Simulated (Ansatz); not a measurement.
Start from Ge in the diamond structure (space group Fd-3m, No. 227).

```
Ge
1.0
    0.00000     2.81109     2.81109
    2.81109     0.00000     2.81109
    2.81109     2.81109     0.00000
Ge
2
Direct
  0.00000   0.00000   0.00000
  0.25000   0.25000   0.25000
```

Cartesian axes are those of the cell as printed.

The values are results of Ansatz (a quantum-chemistry and plane-wave program), LDA, PAW, cutoff 420 eV, no spin-orbit coupling, not measurements.

Base values:

* **Pressure**: 0.0 GPa
* **Shortest interatomic distance**: 2.434 Å
* **Band gap**: zero

Perturbation: the cell is compressed by 1.50 % along z with no lateral relaxation; the atoms relax in the strained cell.

Q: Predict the new energy relative to the base, pressure, shortest interatomic distance and band gap.

A: The energy increases by 1.9 meV/atom; the pressure (mean of the normal stresses, compression positive) goes from zero to 1.1 GPa; the shortest interatomic distance shrinks by 0.012 Å, from 2.434 Å to 2.422 Å; the band gap stays zero.

Whether these cells are dynamically stable was not tested. Gaps under 0.05 eV, about the width of the smearing, are given as zero. A zero or small gap of Ge can be the functional's error rather than a property of the material.
